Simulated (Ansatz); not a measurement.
# MgS: pressure series

The parent structure is MgS in the rock salt structure (space group Fm-3m, No. 225).

```xyz
2
Lattice="0.0000 2.6148 2.6148 2.6148 0.0000 2.6148 2.6148 2.6148 0.0000" Properties=species:S:1:pos:R:3 pbc="T T T"
S      0.0000     0.0000     0.0000
Mg     2.6148     2.6148     2.6148
```

Cell and atoms are relaxed at each pressure.

Method: PBE in Ansatz (plane waves to 420 eV, PAW, no SOC), earlier PAW set.

Two rows of this table had their results exchanged by mistake.

```csv
pressure,volume per atom (Å³),shortest distance (Å),band gap
pressure −2 GPa,18.40,2.640,2.69 eV
pressure −1 GPa,18.13,2.627,2.73 eV
pressure 0.3 GPa,16.84,2.563,2.88 eV
pressure 0.7 GPa,17.71,2.607,2.78 eV
pressure 1.5 GPa,17.53,2.598,2.80 eV
pressure 3 GPa,17.22,2.582,2.84 eV
pressure 5 GPa,17.81,2.611,2.77 eV
pressure 7.5 GPa,16.42,2.542,2.94 eV
pressure 10 GPa,16.04,2.522,2.98 eV
```

Task: Which two?

Result: The rows for pressure 0.3 GPa and pressure 5 GPa: the volume has to fall steadily with pressure, so 17.81 Å³ belongs to pressure 0.3 GPa and 16.84 Å³ to pressure 5 GPa.

Load acts through the strain it causes; cell and atoms are relaxed under it. Stability against distortions was not tested. No other phases were tried under pressure.

Ansatz is an electronic-structure program.
